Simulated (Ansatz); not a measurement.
**HfN: energy against volume**

HfN (rock salt, Fm-3m, 11.587 Å³/atom and stress up to 0.01 GPa in the relaxed cell, cube axes along x, y and z) under an equal strain ε along all three axes. r2SCAN in Ansatz, a plane-wave DFT program (PAW, default set), 500 eV, 22×22×22 Γ-centred mesh, Fermi-Dirac smearing 0.10 eV; ions are relaxed, or left where forces stay under 0.02 eV/Å, within the symmetry of each cell.

Here V stands for volume and E for E less E0.

| volume (Å³/atom) | E less E0 (meV/atom) | pressure (GPa) |
|---|---|---|
| 10.9055 | 38.80 | 19.40 |
| 11.0733 | 21.40 | 14.05 |
| 11.2428 | 9.30 | 9.05 |
| 11.4140 | 2.24 | 4.37 |
| 11.5869 | 0.00 | 0.00 |
| 11.7616 | 2.34 | -4.08 |
| 11.9380 | 9.05 | -7.89 |
| 12.1162 | 19.92 | -11.45 |
| 12.2961 | 34.76 | -14.75 |
| 12.6613 | ? | ? |

The 9 complete rows are fitted with the third-order Birch-Murnaghan form, a cubic in V^(-2/3), E against V. With u = V^(-2/3) - 0.195, the rows have u = 0.008346, 0.006287, 0.004259, 0.002261, 0.000294, -0.001645, -0.003554, -0.005436, -0.007290. Least squares gives E = 0.063 - 396.84·u + 600863·u² + 334613·u³. Residuals (row less fit): 0.001, -0.001, 0.002, -0.001, 0.002, 0.000, 0.002, -0.002, 0.001; standard error 0.002 (degrees of freedom: 5). Its minimum lies at u = 0.000330, so V0 = (0.195330)^(-3/2) = 11.58. There d²E/du² = 1202000 and d³E/du³ = 2008000, so B0 = (4/9) × 11.58^(-7/3) × 1202000 × 0.160218 = 282 GPa (the last factor turns the table's units into GPa), and B0' = 4 + (2/3) × 0.195330 × (2008000)/1202000 = 4.2. B0' rests on the cubic coefficient alone and has a standard error of 0.1 from these residuals.

Task: Estimate the missing E (V = 12.6613); what did the run itself give?

Result: u = -0.010917, so E = 0.063 - 396.84 × (-0.010917) + 600863 × (-0.010917)² + 334613 × (-0.010917)³ = 75.571 meV/atom. The calculation gives 75.54 meV/atom, 0.031 meV/atom below the prediction (0.0 % of the range of E in the table). The row lies outside the fitted rows, so this is an extrapolation. The scatter of the fitted rows lies at the last printed digit.

In a metal these values are sensitive to mesh and smearing; energies are taken to zero smearing, stresses follow the free energy. Other structures, which can take over under pressure, weren't tried. The same form fitted to the pressure column gives B0' = 4.2; series where the two differ by over 0.4 aren't shown. Rows are the converged runs of the series near zero and its far end, less any whose ions stayed unrelaxed beside relaxed ones; series whose fitted rows scatter by over a few per cent of the range, as at a crossing or softening among them, aren't shown in this form.
